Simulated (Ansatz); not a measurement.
Consider Pb in the fcc (Cu type) structure (space group Fm-3m, No. 225; a = 4.934 Å; relaxed with 0.1 eV smearing).

The values are results of PBEsol (Ansatz, a first-principles code), no spin-orbit coupling, not measurements.

For the base:

Band gap: zero
Pressure: 0.0 GPa

Modification: every lattice vector is shortened by 1.00 %, atoms relaxed at fixed cell.

**Question.** Predict the new energy relative to the base, band gap and pressure.

**Answer.** The energy goes up by 4.1 meV/atom; the band gap remains zero; the pressure goes from zero to 1.5 GPa.

The cells carry an imposed strain or load. Whether these cells are dynamically stable was not tested.
